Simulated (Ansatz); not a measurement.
PbSe: uniaxial strain ε_zz = −3.00 %

Take PbSe in the rock salt structure (space group Fm-3m, No. 225; a = 6.178 Å) as the base. Axes: x, y, z lie along the cube axes.

The change: the cell is compressed by 3.00 % along z with no lateral relaxation, atoms relaxed at fixed cell.

The values are results of DFT with r2SCAN, PAW potentials and a 500 eV plane-wave cutoff in Ansatz (a quantum-chemistry and plane-wave program), no spin-orbit coupling, not measurements. k-mesh 9×9×9 (Γ-centred); smearing 0.05 eV (Fermi–Dirac).

```json
[
 {"quantity": "volume per atom", "base": "29.48 Å³", "changed": "28.59 Å³", "shift": "-0.884 Å³"},
 {"quantity": "energy relative to the base (free energy F)", "base": "0 meV/atom", "changed": "+12 meV/atom", "shift": "+12 meV/atom"},
 {"quantity": "pressure (mean of the normal stresses, compression positive)", "base": "-0.01 GPa", "changed": "1.81 GPa", "shift": "+1.82 GPa"},
 {"quantity": "band gap", "base": "0.67 eV", "changed": "0.53 eV", "shift": "-0.133 eV"},
 {"quantity": "gap character", "base": "–", "changed": "direct at N", "shift": "–"},
 {"quantity": "valley order (the lowest conduction-band minima on the path, energy above the VBM, named in the base's zone)", "base": "L along ⟨111⟩ 0.67 eV; a point along ⟨110⟩, about 0.6 Å⁻¹ from Γ 1.46 eV", "changed": "L along [1-11] 0.53 eV; a point along [1-10], about 0.6 Å⁻¹ from Γ 1.37 eV", "shift": "–"},
 {"quantity": "stress (xx, yy, zz, yz, xz, xy; compression positive)", "base": "–", "changed": "(0.39, 0.39, 4.66, 0.00, 0.00, 0.00) GPa", "shift": "–"}
]
```

Spin-orbit coupling, missing from the scalar runs, can matter with Pb. No phonon test of stability was made. k-point labels follow each cell's own Brillouin zone.
